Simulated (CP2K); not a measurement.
Worked example: self-consistent single point of Cs (Im-3m, 1 atom in the cell) in CP2K.

Level of theory: CP2K with LDA (Pade form), GPW, DZVP-MOLOPT-SR-GTH basis, GTH-PADE potentials (GTH_POTENTIALS).

```
CELL_PARAMETERS angstrom
      5.47285     0.00000     0.00000
     -1.82428     5.15985     0.00000
     -1.82428    -2.57992     4.46856
ATOMIC_POSITIONS crystal
  Cs 0.00000 0.00000 0.00000
```

Reference input (self-consistent single point, DFT PBE, GPW, DZVP-MOLOPT-SR-GTH basis, GTH-PBE potentials (GTH_POTENTIALS)): CUTOFF = 500 Ry; REL_CUTOFF = 50 Ry; SMEAR/METHOD = FERMI_DIRAC; ELECTRONIC_TEMPERATURE = 580.23 K; KPOINTS/SCHEME = MONKHORST-PACK 6 6 6; GAMMA_CENTERED = T; XC_FUNCTIONAL = PBE; Cs/BASIS_SET = DZVP-MOLOPT-SR-GTH-q9; Cs/POTENTIAL = GTH-PBE-q9; METHOD = GPW; EPS_DEFAULT = 1e-10; NGRIDS = 5. This run's input differs from it in these lines:

```diff
@@ -44,3 +44,3 @@
     &XC
-      &XC_FUNCTIONAL PBE
+      &XC_FUNCTIONAL PADE
       &END XC_FUNCTIONAL
@@ -74,3 +74,3 @@
       BASIS_SET DZVP-MOLOPT-SR-GTH-q9
-      POTENTIAL GTH-PBE-q9
+      POTENTIAL GTH-PADE-q9
     &END KIND
```

The program printed (abridged):

```
 SCF WAVEFUNCTION OPTIMIZATION

  Step     Update method      Time    Convergence         Total energy    Change
     1 NoMix/Diag. 0.20E+00      -     0.46552967       -20.2192447750 -2.02E+01
     2 Broy./Diag. 0.20E+00      -     0.00135781       -20.2501321861 -3.09E-02
     3 Broy./Diag. 0.20E+00      -     0.01281211       -20.2098439111  4.03E-02
     4 Broy./Diag. 0.20E+00      -     0.00007169       -20.1989475346  1.09E-02
     5 Broy./Diag. 0.20E+00      -     0.00015067       -20.2011847388 -2.24E-03
     6 Broy./Diag. 0.20E+00      -     0.00005094       -20.2020099303 -8.25E-04
     7 Broy./Diag. 0.20E+00      -     0.00008146       -20.2028785262 -8.69E-04
     8 Broy./Diag. 0.20E+00      -     0.00001218       -20.2029276253 -4.91E-05
     9 Broy./Diag. 0.20E+00      -     0.00003443       -20.2029001215  2.75E-05
    10 Broy./Diag. 0.20E+00      -     0.00000049       -20.2029040308 -3.91E-06
  *** SCF run converged in    10 steps ***

  Overlap energy of the core charge distribution:               0.00000000000000
  Self energy of the core charge distribution:                -42.31421876608173
  Core Hamiltonian energy:                                      8.04191177751372
  Hartree energy:                                              17.14061267599574
  Exchange-correlation energy:                                 -3.07061453792198
  Electronic entropic energy:                                  -0.00059518039585
  Fermi energy:                                                 0.04514053935869

  Total energy:                                               -20.20290403081333
  Total energy (extrapolated to T->0):                        -20.20260644061540

   [... lines left out ...]

 STRESS| Analytical stress tensor [bar]
 STRESS|                        x                   y                   z
 STRESS|      x       -3.64139606359E+03   2.74392268812E-05   3.13239188055E-05
 STRESS|      y        2.74392268812E-05  -3.64139652066E+03   5.45474984056E-04
 STRESS|      z        3.13239188055E-05   5.45474984056E-04  -3.64139611911E+03
 STRESS| 1/3 Trace                                            -3.64139623445E+03
```

The run converged in 10 iterations. Against the reference run the pressure goes from -0.04 to -0.36 GPa.

The starting cell comes from a database of computed structures (which also holds hypothetical and non-ambient phases and stackings), without a prior relaxation at this level. Its lattice was rescaled by a random factor within 2.5 % of one. Values carry the incompleteness of an atom-centred basis.
